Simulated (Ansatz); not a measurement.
SrO under load (space group I4/mmm), r2SCAN, rigid bands (Ansatz, a quantum-chemistry and plane-wave program). Condition of this run: uniaxial stress along [001] of 5.4 GPa (compression positive) (the target of the relaxation). Band gap 3.60 eV, N_c = 1.11e19 cm⁻³ and N_v = 1.42e20 cm⁻³ at 300 K, conductivity masses along y (a = (0.00, 2.58, 2.49) Å; b = (2.58, 0.00, 2.49) Å; c = (2.58, 2.58, 0.00) Å) of 0.400 mₑ (electrons) and 5.60 mₑ (holes). Take k_BT = 0.02585 eV.

Task: A film of it is 3 nm thick, with its normal along the direction named. Estimate the confinement energies in an infinite well.

Result: ħ²π²/(2m t²) = 0.376 eV·nm²/(m/mₑ × t²) gives 104 meV for electrons and 7.46 meV for holes, so the gap would widen to about 3.71 eV. Finite barriers and nonparabolic bands lower this, and with several valleys or bands the heaviest mass along the normal sets the lowest level, not this average.

Task: What thermal injection velocity √(2k_BT/πm) limits a ballistic channel along the direction named?

Result: 8.51e6 cm/s for electrons and 2.27e6 cm/s for holes, a ratio of √(m_h/m_e) = 3.74, for dilute carriers.

Task: Find the intrinsic carrier density and the intrinsic Fermi level.

Result: n_i = √(N_c N_v) exp(−E_g/2k_BT) = 3.97e19 × exp(−69.63) = 2.3e-11 cm⁻³. The level lies (k_BT/2) ln(N_v/N_c) = 33 meV from mid-gap (positive towards the conduction band). Each 0.1 eV added to the gap lowers n_i by a factor of 6.9.

Rigid bands with the computed gap; masses take one relaxation time for all states. Spin-orbit coupling is left out; where it splits the top of the valence band, N_v and the p-type Seebeck coefficient come out somewhat high without it. Geometry: cell and atoms relaxed with PBEsol.
